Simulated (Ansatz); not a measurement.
**A computed series for Os: pressure series**

Consider Os in the hcp (Mg type) structure (space group P6_3/mmc, No. 194).

```
CELL_PARAMETERS angstrom
      2.75485     0.00000     0.00000
     -1.37743     2.38577     0.00000
      0.00000     0.00000     4.34430
ATOMIC_POSITIONS crystal
  Os 0.33333 0.66667 0.75000
  Os 0.66667 0.33333 0.25000
```

Cell and atoms are relaxed at each pressure.

Method: PBE (Ansatz, a program for electronic structure; PAW; 420 eV plane waves; scalar-relativistic without spin-orbit coupling).

```tsv
P (GPa)	V (Å³/atom)
-2.01	14.350
-1.01	14.313
3.01	14.171
7.01	14.037
15.02	13.789
30.00	13.382
50.00	12.926
75.00	12.454
100.00	12.057
```

A third-order Birch–Murnaghan fit to these points gives V₀ = 14.28 Å³/atom, B₀ = 400 GPa and B₀′ = 4.6. At pressure 100 GPa the volume is 84.5 % of V₀.

Load acts through the strain it causes; cell and atoms are relaxed under it. Stability against distortions was not tested. No other phases were tried under pressure. The final runs are not spin-polarised.
